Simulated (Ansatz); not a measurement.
Density of states of GaP (F-43m) below the valence band maximum, PBEsol, rigid bands in Ansatz (an electronic-structure program); cell volume 40.2 Å³.

| energy from edge (eV) | 10⁻³ states/eV/cell |
|---|---|
| 0.006 | 33.9 |
| 0.031 | 80.4 |
| 0.056 | 109 |
| 0.081 | 132 |
| 0.106 | 153 |
| 0.131 | 171 |
| 0.156 | 189 |
| 0.181 | 206 |
| 0.206 | 222 |
| 0.231 | 237 |
| 0.256 | 252 |
| 0.281 | 268 |
| 0.319 | 291 |
| 0.344 | 306 |
| 0.369 | 320 |
| 0.394 | 335 |
| 0.419 | 351 |
| 0.444 | 369 |
| 0.469 | 381 |
| 0.494 | 398 |
| 0.519 | 414 |
| 0.544 | 430 |
| 0.569 | 445 |
| 0.594 | 463 |

Question: What effective density of states at 300 K does this give (∫ g(E) exp(−E/k_BT) dE, both spins, divided by the cell's size)?

Answer: 4.2e19 cm⁻³, a density-of-states mass of 1.41 mₑ, valleys and band degeneracy included.

Spin-orbit coupling is left out; where it splits the top of the valence band, N_v and the p-type Seebeck coefficient come out somewhat high without it. Geometry: cell and atoms relaxed with PBEsol.
